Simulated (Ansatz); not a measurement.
**What isotropic strain +1.50 % does to PtTe2**

The reference is PtTe$_{2}$ (space group P-3m1, No. 164; a = 4.053 Å, c = 5.097 Å; layered; relaxed with 0.1 eV smearing).

The change: an isotropic linear strain of +1.50 %; the atoms relax in the strained cell.

Level of theory: DFT with PBE-D3(BJ), PAW potentials and a 420 eV plane-wave cutoff in Ansatz (a quantum-chemistry and plane-wave program), no spin-orbit coupling. Γ-centred 16×16×12 mesh, Fermi–Dirac width 0.1 eV.

| quantity | base | changed | shift |
|---|---|---|---|
| shortest interatomic distance | 270.7 pm | 272.9 pm | +2.26 pm |
| energy relative to the base (free energy F) | 0 meV/atom | +11 meV/atom | +11 meV/atom |
| band gap | zero | zero | – |
| largest internal atomic displacement | – | 0.036 Å | – |

Final structure:

```
CELL_PARAMETERS angstrom
      4.11343     0.00000     0.00000
     -2.05671     3.56233     0.00000
      0.00000     0.00000     5.17340
ATOMIC_POSITIONS crystal
  Te 0.33333 0.66667 0.25994
  Te 0.66667 0.33333 0.74006
  Pt 0.00000 0.00000 0.00000
```

No phonon test of stability was made. The final runs are not spin-polarised.
